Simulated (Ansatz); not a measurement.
Effort and miss along a sweep of basis.ecutwfc: AlCu₃ (P6_3/mmc, 8 atoms in the cell)

Cell: a = 5.0958 Å, b = 5.0958 Å, c = 4.1716 Å, α = 90.00°, β = 90.00°, γ = 120.00°.

Computed with PBEsol, default PAW files made with PBE (plane waves; Ansatz, a program for electronic structure).

Base settings: basis.ecutwfc = 420 eV; kpoints.mp_grid.grid = 8 8 8; hamiltonian.xc = pbesol; hamiltonian.pseudopotentials = {kind: paw} (the program's default PAW files); scf.occupations.method = cold; scf.occupations.width = 0.136 eV.

Misses are taken against the tightest run, 485 eV, which need not be fully converged itself. The energy is the free energy per atom.

The count of work is k-points × plane waves × bands × iterations; it is no time, and leaves out set-up, grids and terms that scale otherwise. 

Ansatz's pressure holds its estimate of the finite-basis (Pulay) stress, which hides part of the cutoff error; the uncorrected pressure shows it.

The starting cell comes from a database of computed structures (which also holds hypothetical and non-ambient phases and stackings), without a prior relaxation at this level. Its lattice was rescaled by a random factor within 2.5 % of one. Spin polarisation is off. In the base run, with a pressure of about 3 GPa the cell is away from its equilibrium volume at this level. Ansatz's pressure includes its estimate of the finite-basis (Pulay) stress.

| basis.ecutwfc | energy less reference (meV/atom) | pressure less reference (GPa) | largest difference in the force on any atom (eV/Å) | uncorrected pressure less reference (GPa) | count of work / reference |
|---|---|---|---|---|---|
| 170 eV | 32928.36 | 45.68 | 0.348 | -1769.86 | 0.29 |
| 210 eV | 8206.35 | -12.78 | 0.123 | -548.41 | 0.32 |
| 250 eV | 1987.22 | 1.87 | 0.107 | -169.00 | 0.44 |
| 295 eV | 291.04 | 3.05 | 0.034 | -34.75 | 0.48 |
| 335 eV | 34.40 | 0.32 | 0.009 | -5.58 | 0.57 |
| 380 eV | 3.36 | 0.07 | 0.001 | -0.29 | 0.71 |
| 420 eV | 1.46 | 0.02 | 0.001 | -0.01 | 0.81 |
| 485 eV | 0.00 | 0.00 | 0.000 | 0.00 | 1.0 |

Coarsest setting among those run that, with all tighter ones, holds the energy within 20 meV/atom of the reference: 380 eV, off by 3.4 meV/atom; its saving against the reference is no more than about a factor of 2 in the count of work.

The step from 210 eV to 380 eV: it takes the miss in the energy from 8200 to 3.4 meV/atom, for 2.2 times the count of work.

Left out of this page: 4 runs of the series outside the window shown, repeating another row's setting, or not comparable.

Keys are those of Ansatz 0.2.
